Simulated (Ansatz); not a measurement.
**TaN: response to strain**

Start from TaN in the rock salt structure (space group Fm-3m, No. 225; relaxed with 0.1 eV smearing).

```xyz
2
Lattice="0.0000 2.1880 2.1880 2.1880 0.0000 2.1880 2.1880 2.1880 0.0000" Properties=species:S:1:pos:R:3 pbc="T T T"
N      0.0000     0.0000     0.0000
Ta     2.1880     2.1880     2.1880
```

Cartesian axes are those of the cell as printed.

Strains are applied to the cell and any free atomic positions relax; under biaxial strain the out-of-plane vector relaxes too.

Computed with PBEsol (Ansatz, a first-principles code, PAW, no spin-orbit coupling).

Candidates:
(a) tensor shear ε_xz = +2.32 %
(b) biaxial strain +1.61 %, plane normal [110], relaxed out of plane
(c) uniaxial strain ε_zz = −2.58 %
(d) isotropic strain −0.75 %

Notes on the quantities. energy relative to the base: free energy F.

Question: Order them by energy relative to the base, highest first.

Answer: (c) uniaxial strain ε_zz = −2.58 % (+19 meV/atom), (b) biaxial strain +1.61 %, plane normal [110], relaxed out of plane (+8.9 meV/atom), (d) isotropic strain −0.75 % (+6.1 meV/atom), (a) tensor shear ε_xz = +2.32 % (+5.0 meV/atom)

A biaxial case was relaxed in a doubled cell and then solved in the primitive one. No phonon test of stability was made. All final runs are without spin polarisation. This is not the structure that TaN has at room temperature and ambient pressure.
